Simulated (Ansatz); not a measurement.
H on the 1x1 (100) surface of fcc Cu, one in a 2x2 cell: adsorption energies (eV for each) against ½ H2(g) in Ansatz (plane waves, PAW). Structures relaxed with PBE; the other functionals are single points on them, with slab and gas at the same level. No dispersion, zero-point or thermal terms. Rows are starts at which the adsorbate stayed.

Slab: 17 atoms, 5.3 Å thick at the start under the adsorbate (thin: gaps and levels are the slab's own); k 6x6x1, smearing 0.1 eV, dipole-corrected; 8 atoms held, the rest relaxed; each run with such symmetry as its start has; no spin, no spin-orbit, no U, no dispersion correction.

```tsv
site	PBE	RPBE	r2SCAN
top Cu	0.40	0.50	0.33
hollow Cu-Cu-Cu-Cu over Cu at depth 1.8 Å	-0.15	0.00	-0.23
bridge Cu-Cu (span 2.6 Å)	-0.08	0.05	-0.18
```

RPBE moves the energies by 0.13 eV on average against PBE and puts 'hollow Cu-Cu-Cu-Cu over Cu at depth 1.8 Å' lowest, as PBE does. r2SCAN moves the energies by -0.08 eV on average against PBE and puts 'hollow Cu-Cu-Cu-Cu over Cu at depth 1.8 Å' lowest, as PBE does.

Ansatz is a first-principles code.
